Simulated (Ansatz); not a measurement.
Consider a 12-atom supercell of TiS₂ in the CdI2 type structure (space group P-3m1, No. 164; layered, stacked along the Cartesian z axis) at its relaxed geometry.

```
TiS2
1.0
    6.72099     0.00000     0.00000
   -3.36050     5.82055     0.00000
    3.36050     5.82055     5.52286
Ti S
4 8
Direct
  0.00000   0.00000   0.00000
  0.00000   0.50000   0.00000
  0.50000   0.00000   0.00000
  0.50000   0.50000   0.00000
  0.90811   0.07478   0.25856
  0.90811   0.57478   0.25856
  0.40811   0.07478   0.25856
  0.40811   0.57478   0.25856
  0.59189   0.42522   0.74144
  0.59189   0.92522   0.74144
  0.09189   0.42522   0.74144
  0.09189   0.92522   0.74144
```

Computed with PBE-D3(BJ) in Ansatz (plane waves to 420 eV, PAW, spin-orbit coupling left out), earlier PAW set.

One neutral defect a cell, atoms relaxed at fixed cell.

One change was made to it. Results:

The pressure goes from zero to 0.9 GPa; the largest displacement of a host atom from its site in the perfect cell amounts to 0.03 Å.

**Question.** What was done to the base?
(A) Se on a S site
(B) O on a S site, symmetric start
(C) Ti vacancy
(D) Ti on a S site (antisite), symmetric start

**Answer.** A, Se on a S site. For comparison, the pressure in the other runs: O on a S site, symmetric start gives -1.8 GPa; Ti vacancy gives -1.3 GPa; Ti on a S site (antisite), symmetric start gives -2.5 GPa.

In so small a cell the defect repeats every few ångströms: this is an ordered compound, not a dilute defect. Defects with a symmetric start kept the site's symmetry and may sit on a saddle; the others started slightly shaken. The final runs are not spin-polarised.

Ansatz is a quantum-chemistry and plane-wave program.
